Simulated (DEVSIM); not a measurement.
Device: abrupt Si n-p junction, at 300 K.

Layer 1 from the left is Si, thickness (μm) 1.60, Nd (cm⁻³) 4.5e18, τn (s) 8e-5, τp (s) 8e-5. Layer 2 from the left is Si, thickness (μm) 58.0, Na (cm⁻³) 1.3e15, τn (s) 8e-5, τp (s) 8e-5.

Left contact: ohmic. Right contact: ohmic. Voltage is applied to the left contact. Recombination: SRH at mid-gap. Mobility is constant in doping.

This is a model device: material constants are rounded textbook-type values typed into the input, and sizes, dopings and lifetimes were drawn at random. Values at 300 K.

Si: gap (eV) 1.124, affinity (eV) 4.05, permittivity 11.7, Nc (cm⁻³) 2.86e19, Nv (cm⁻³) 3.1e19, μn (cm²/Vs) 1417, μp (cm²/Vs) 470.

Model (solved in DEVSIM): 1D drift-diffusion, Boltzmann statistics, complete ionisation; no tunnelling, impact ionisation, image-force lowering or self-heating.

Dark forward current:

```csv
|V| (V),|J| (A/cm²)
0.05,7.082e-10
0.10,4.906e-9
0.15,3.220e-8
0.20,2.162e-7
0.25,1.475e-6
0.30,1.014e-5
0.35,6.990e-5
0.40,0.0004825
0.45,0.003329
0.50,0.02283
0.55,0.1505
0.60,0.8522
0.65,3.670
0.70,12.34
0.75,34.36
0.80,80.30
0.85,158.7
0.90,273.4
0.95,425.0
1.00,612.6
1.05,834.4
1.10,1088
1.15,1371
1.20,1678
1.25,2007
```

Work out the local ideality factor n = ΔV / (kT/q · ln(J2/J1)) between the rows 0.15 and 0.20 V, 0.35 and 0.40 V, 1.20 and 1.25 V.

kT/q = 25.85 mV. From 0.15 to 0.20 V: ln(2.162e-7/3.220e-8) = 1.904, n = 1.02, near the 1 of diffusion or emission over a barrier. From 0.35 to 0.40 V: ln(0.0004825/6.990e-5) = 1.932, n = 1.00, near the 1 of diffusion or emission over a barrier. From 1.20 to 1.25 V: ln(2007/1678) = 0.179, n = 10.80.

Estimate the current at 0.35 V from the Shockley equation with J0 = Σ q ni² D/(N L) coth(W/L), τ joining the SRH, radiative and Auger lifetimes that are on, and W taken as the whole layer.

ni² = 1.16e20 cm⁻⁶; holes in the n layer: μ = 470 cm²/Vs, D = 12.1 cm²/s, τ = 8.00e-5 s, L = 312 μm, W/L = 0.0051, term 3.13e-13 A/cm²; electrons in the p layer: μ = 1420 cm²/Vs, D = 36.6 cm²/s, τ = 8.00e-5 s, L = 541 μm, W/L = 0.11, term 9.05e-11 A/cm². J0 = 9.08e-11 A/cm², and J = J0 exp(qV/kT) = 6.89e-5 A/cm². The simulation gives 6.99e-5 A/cm²; the estimate lies 1.4 % below. The estimate leaves out recombination in the depletion region and that region's share of W.
